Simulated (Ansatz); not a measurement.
Consider ZrN in the rock salt structure (space group Fm-3m, No. 225; a = 4.5956 Å; relaxed with 0.1 eV smearing).

All numbers come from Kohn–Sham DFT with the PBE functional, run in Ansatz (a quantum-chemistry and plane-wave program) with PAW and 420 eV plane waves, scalar-relativistic without spin-orbit coupling, earlier PAW set.

Before the change:

The pressure is 0.0 GPa.

The change: every lattice vector is shortened by 4.79 %, atoms relaxed at fixed cell.

Question: What happens to the energy relative to the base and pressure?

Answer: The energy grows by 0.229 eV/atom; the pressure goes from zero to 50.2 GPa.

The cells carry an imposed strain or load. Whether these cells are dynamically stable was not tested. All final runs are without spin polarisation. An odd electron count without spin: ZrN.
